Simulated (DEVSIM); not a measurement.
System: Schottky contact on p-type Si, at 300 K.

Layer 1 from the left is Si, thickness (μm) 1.60, Na (cm⁻³) 1.6e16, τn (s) 5.8e-7, τp (s) 5.8e-7.

Left contact: Schottky, work function 4.434 eV, emission velocity 2e6 cm/s. Right contact: ohmic. Voltage is applied to the left contact. Recombination: SRH at mid-gap, radiative. Mobility is μmin + (μ − μmin)/(1 + (N/Nref)^α).

The device is made up for the run: typed textbook-type constants, with dimensions and the other settings drawn at random. Values at 300 K.

Si: gap (eV) 1.124, affinity (eV) 4.05, permittivity 11.7, Nc (cm⁻³) 2.86e19, Nv (cm⁻³) 3.1e19, μn (cm²/Vs) 1417, μp (cm²/Vs) 470, μn,min 52, μp,min 45, Nref,n 9.7e16, Nref,p 2.2e17, αn 0.68, αp 0.72, B (cm³/s) 4.7e-15.

DEVSIM, 1D drift-diffusion, Boltzmann statistics, complete ionisation; no tunnelling, impact ionisation, image-force lowering or self-heating. Metal contacts follow the ideal Schottky-Mott rule: no Fermi-level pinning, no interface dipoles.

Dark forward current:

```csv
|V| (V),|J| (A/cm²)
0.05,1.974e-5
0.10,0.0001553
0.15,0.001086
0.20,0.007469
0.25,0.05110
0.30,0.3475
0.35,2.324
0.40,14.48
0.45,69.47
0.50,207.1
0.55,415.7
0.60,665.6
0.65,939.0
0.70,1227
0.75,1524
0.80,1828
0.85,2137
```

**Question.** Work out the local ideality factor n = ΔV / (kT/q · ln(J2/J1)) between the rows 0.15 and 0.20 V, 0.80 and 0.85 V.

**Answer.** kT/q = 25.85 mV. From 0.15 to 0.20 V: ln(0.007469/0.001086) = 1.928, n = 1.00, near the 1 of diffusion or emission over a barrier. From 0.80 to 0.85 V: ln(2137/1828) = 0.156, n = 12.38; the layers' resistance at their doping, Σ W/(qμN) = 0.00015 Ω cm², would take 47 mV of this step of 50 mV.

**Question.** Estimate the current at 0.25 V for emission alone, J0 = q v N_band exp(−φB/kT), and read the barrier back from the simulated current.

**Answer.** φB = 0.740 eV, N_band = 3.10e19 cm⁻³, J0 = 3.67e-6 A/cm²; J = J0 (exp(qV/kT) − 1) = 0.0582 A/cm². The simulation gives 0.0511 A/cm²; the estimate lies 14 % above. Read backwards, the simulated current gives an apparent barrier of 0.743 eV. The estimate leaves out transport through the depletion region and minority injection.
